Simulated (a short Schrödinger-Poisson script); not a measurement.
Structure: gated Al0.3Ga0.7N/GaN polarisation-induced gas, at 77 K.

```tsv
layer	material	thickness (nm)	Na (cm⁻³)
1	Al0.3Ga0.7N	10	-
2	GaN	6000	2e14
```

The device is made up for the run: typed textbook-type constants, with dimensions and the other settings drawn at random. Al0.3Ga0.7N: permittivity 9.32, conduction-band edge (eV) 0.414, gap (eV) 4.021, electron mass (mₑ) 0.236, Nv at 300 K (cm⁻³) 4.6e19. GaN: permittivity 9.5, conduction-band edge (eV) 0, gap (eV) 3.43, Nv at 300 K (cm⁻³) 4.6e19.

Channel valleys (confinement mass, in-plane density-of-states mass, number): Γ 0.2, 0.2, 1. At the gate the conduction-band edge of layer 1 lies 1.23 eV − eVg above the Fermi level of the channel; the field vanishes at the back. Sheet of polarisation charge: +1.5e13 e/cm² at 10 nm from the gate. The barrier under the gate holds no holes. Gaps are held at their typed values at every temperature. Mesh 0.08 nm at interfaces.

Solved with a short Schrödinger-Poisson script written for these runs: 1D Poisson equation in equilibrium, electrons quantum, Hartree plus LDA exchange-correlation (BenDaniel-Duke, 40 states a valley, the channel's in-plane mass for all, wave functions free to enter the barrier), parabolic valleys, classical holes, full ionisation, no traps, pinning or gate leakage.

The same stack at other levels of the model or other numerical settings:

| run | sheet density of all electrons at Vg = 0.5 V (cm⁻²) | sheet density of all electrons at Vg = -1 V (cm⁻²) | capacitance at Vg = 0.5 V (μF/cm²) | centroid of the channel electrons at Vg = 0.5 V (nm) | rough cost against the base |
|---|---|---|---|---|---|
| base | 1.16e13 | 4.62e12 | 0.766 | 1.66 | about 1 |
| electrons treated as classical, Boltzmann | (withheld) | 5.29e12 | 0.816 | (withheld) | 0.01 |
| electrons treated as classical, Fermi-Dirac | 1.14e13 | 4.64e12 | (withheld) | 1.61 | 0.05 |
| electrons treated as quantum, Hartree | 1.14e13 | 4.46e12 | 0.761 | 1.86 | 0.5 |
| mesh six times as coarse | 1.16e13 | 4.61e12 | 0.766 | 1.60 | 0.3 |
| one subband a valley | 1.16e13 | 4.62e12 | 0.760 | 1.42 | 0.2 |

Q: Fill in the missing entries.

A: 
- electrons treated as classical, Boltzmann, centroid of the channel electrons at Vg = 0.5 V (nm): 0.29
- electrons treated as classical, Boltzmann, sheet density of all electrons at Vg = 0.5 V (cm⁻²): 1.29e13
- electrons treated as classical, Fermi-Dirac, capacitance at Vg = 0.5 V (μF/cm²): 0.733

The classical rows ignore confinement, and Boltzmann statistics overrate the density once the band edge passes the Fermi level.
